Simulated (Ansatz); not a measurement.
## Quick settings and what they miss: VPS3 (C2/m, 10 atoms in the cell)

Self-consistent single point.

```
CELL_PARAMETERS angstrom
      2.96976    -5.15919     0.00000
      2.96976     5.15919     0.00000
     -1.98036     0.00000     6.64030
ATOMIC_POSITIONS crystal
  V  0.33142 0.66858 0.00000
  V  0.66858 0.33142 0.00000
  P  0.94504 0.94504 0.83631
  P  0.05496 0.05496 0.16369
  S  0.26248 0.26248 0.76645
  S  0.73752 0.73752 0.23355
  S  0.92159 0.58157 0.76568
  S  0.07841 0.41843 0.23432
  S  0.41843 0.07841 0.23432
  S  0.58157 0.92159 0.76568
```
Moments meant for the start (each program seeds them in its own way; μB, in the order of the atoms V V P P S S S S S S): 2.0 2.0 0.0 0.0 0.0 0.0 0.0 0.0 0.0 0.0.

Computed with PBEsol, default PAW files made with PBE (plane waves; Ansatz, a first-principles code).

Base settings: basis.ecutwfc = 420 eV; kpoints.mp_grid.grid = 4 4 3; kpoints.mp_grid.shift = 0.5 0.5 0.5; hamiltonian.xc = pbesol; hamiltonian.pseudopotentials = {kind: paw} (the program's default PAW files); magnetization.spin_polarized = true; scf.occupations.method = fermi_dirac; scf.occupations.width = 0.1 eV.

Tight run (finer mesh or higher cutoff; not a proven limit): basis.ecutwfc: 420 eV → 590 eV; kpoints.mp_grid.grid: 4 4 3 → 6 6 5; scf.convergence.dr2_threshold: default (1e-07 eV) → 1e-09 eV. It gave Fermi level (on the code's own zero) 7.53 eV; pressure -2.97 GPa; largest force (vector length) 0.400 eV/Å; size of the cell's spin moment 4.69 μB.

Quick runs, as changes from the base:
- A: the base itself
- B: kpoints.mp_grid.grid: 4 4 3 → 4 4 4

Energies are extrapolated to zero smearing width, which holds to low order in the width alone.

The count of work is k-points × plane waves × bands × iterations; it is no time. Core times come from one kind of shared machine and are given to one figure; runs under 30 s give none.

Pressures in the table are Ansatz's without its Pulay estimate, at a fixed set of plane waves; the tight run's value above holds the estimate.

The starting cell comes from a database of computed structures (which also holds hypothetical and non-ambient phases and stackings), without a prior relaxation at this level. Its lattice was rescaled by a random factor within 2.5 % of one. The magnetic order is the one reached from the typed start; others were not searched systematically. The program warned that, by what it read of turns of the moments, another magnetic order lies lower. In the base run, with a pressure of about -3 GPa the cell is away from its equilibrium volume at this level.

```tsv
run	energy less tight (meV/atom)	largest miss in a force vector (eV/Å)	count of work / tight	core time / tight (rough)
A	1.6	0.019	0.14	0.2
B	1.6	0.019	0.18	0.2
```

Among the runs at the tight run's level, the energy misses run from 1.6 to 1.6 meV/atom.

Left out of this page: 4 runs of the series outside the window shown, repeating another row's setting, or not comparable.

Keys are those of Ansatz 0.2.
